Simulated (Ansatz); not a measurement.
**Effect of biaxial strain −1.03 %, plane normal [111], relaxed out of plane on MgO**

Base system: MgO in the rock salt structure (space group Fm-3m, No. 225; a = 4.2141 Å). Axes: x, y, z lie along the cube axes.

Now apply this change: biaxial strain −1.03 %, plane normal [111], relaxed out of plane (Cartesian); in-plane vectors clamped, the third vector and the atoms free.

Calculations: PBEsol in Ansatz (plane waves to 420 eV, PAW, no SOC). k-mesh 13×13×13 (Γ-centred); smearing 0.05 eV (Fermi–Dirac).

The volume per atom decreases by 0.159 Å³ (9.35 Å³ → 9.20 Å³) and the space group changes from Fm-3m (No. 225) to R-3m (No. 166). The shortest interatomic distance drops by 0.012 Å to 2.095 Å and the energy grows by 2.5 meV/atom. The band gap increases by 0.13 eV, from 4.62 eV to 4.75 eV and the gap character stays direct at Γ. The electron mass goes from 0.34 mₑ (at Γ) to 0.35 mₑ (at Γ) and the valence-band top at Γ (three highest levels, from the VBM) changes from 0.00, 0.00, 0.00 eV to 0.00, 0.00, -0.11 eV. The out-of-plane strain is +0.36 % and the ratio −ε⊥/ε∥ amounts to 0.35. The mean in-plane stress (compression positive) amounts to +4.2 GPa.

Masses are band curvatures over ±0.01 Å⁻¹ around the edge. Stability against distortions was not tested. Labels are those of the standard path for the cell's own space group.

Ansatz is a first-principles code.
